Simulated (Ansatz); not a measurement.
## (Si)1/(Ge)5 zinc blende (110) superlattice on Ge (the substrate's cell is 0.3 % off cubic on its mesh, so the two in-plane strains differ)

A (110) superlattice of 1 layers of Si and 5 of Ge (both in the zinc blende type), in-plane lattice that of Ge; the cell holds Si2Ge10; the substrate's cell, relaxed on its own mesh, departs from cubic by 0.3 %.

Computed with PBE (plane waves to 420 eV, PAW; Ansatz, a quantum-chemistry and plane-wave program). Spin–orbit coupling is left out; PBE gaps are too small against experiment. Its k-point mesh 8×6×3, Fermi–Dirac width 0.01 eV.

- period = 12.07 Å
- in-plane lattice vector = 4.078 Å
- strain of bulk Si held on this lattice, in plane and along the normal = +5.42 and +5.13 %, then -1.89 %
- PBE gap of the superlattice over the mesh and listed points off it = 0.06 eV

```yaml
crystal:
  lattice:
    - [4.07765, 0.00000, 0.00000]
    - [0.00000, 5.75065, 0.00000]
    - [0.00000, 0.00000, 12.06927]
  atoms:
    - { symbol: Si, position: [0.00000, 0.00959, 0.00000] }
    - { symbol: Si, position: [0.50000, 0.24041, 0.00000] }
    - { symbol: Ge, position: [0.50000, 0.49817, 0.16087] }
    - { symbol: Ge, position: [0.00000, 0.75183, 0.16087] }
    - { symbol: Ge, position: [0.00000, 0.99934, 0.33095] }
    - { symbol: Ge, position: [0.50000, 0.25066, 0.33095] }
    - { symbol: Ge, position: [0.50000, 0.49997, 0.50000] }
    - { symbol: Ge, position: [0.00000, 0.75003, 0.50000] }
    - { symbol: Ge, position: [0.00000, 0.99934, 0.66905] }
    - { symbol: Ge, position: [0.50000, 0.25066, 0.66905] }
    - { symbol: Ge, position: [0.50000, 0.49817, 0.83913] }
    - { symbol: Ge, position: [0.00000, 0.75183, 0.83913] }
```
